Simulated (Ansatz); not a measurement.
Consider GaAs in the zinc blende structure (space group F-43m, No. 216; a = 5.659 Å). Axes: x, y, z lie along the cube axes.

Perturbation: uniaxial strain ε_xx = −1.97 %, all other strain components held at zero; the atoms relax in the strained cell.

Levels (all Ansatz, a program for electronic structure, PAW, earlier PAW set): PBEsol (420 eV, no spin-orbit coupling); r2SCAN (500 eV, no spin-orbit coupling).

The geometry is relaxed with PBEsol.

* **PBEsol band gap**: 0.49 eV
* **PBEsol width of the top valence band**: 3.53 eV

Problem. What does r2SCAN give at this geometry for the hole mass, band gap and width of the top valence band?

Solution. The hole mass amounts to 0.057 mₑ along x, 0.32 mₑ across (at Γ); the band gap rises by 0.582 eV, from 0.49 eV to 1.08 eV; the width of the top valence band grows by 0.06 eV to 3.59 eV.

Single points use the geometry relaxed with PBEsol. Effective masses come from finite differences of ±0.01 Å⁻¹. Whether these cells are dynamically stable was not tested.
